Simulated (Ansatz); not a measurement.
**A computed series for PtSe2: thickness series**

Take PtSe2 in the CdI2 type structure (space group P-3m1, No. 164; a = 3.772 Å, c = 4.818 Å; layered) as the base.

Free-standing slabs (3 atom(s) a layer) normal to the stacking axis with 15 Å of vacuum; in-plane cell relaxed.

Calculations: PBE-D3(BJ) in Ansatz (plane waves to 420 eV, PAW, no spin-orbit coupling).

Task: Only one of these has no band gap. Which?
A) 2 layers
B) 1 layer
C) 3 layers

Result: C, 3 layers. Computed: 1 layer: 1.37 eV; 2 layers: 0.23 eV; 3 layers: zero

Spin-orbit coupling, missing from the scalar runs, can matter with Pt. No phonon test of stability was made. The final runs are not spin-polarised. A zero or small gap of PtSe2 can be the functional's error rather than a property of the material.

Ansatz is a program for electronic structure.
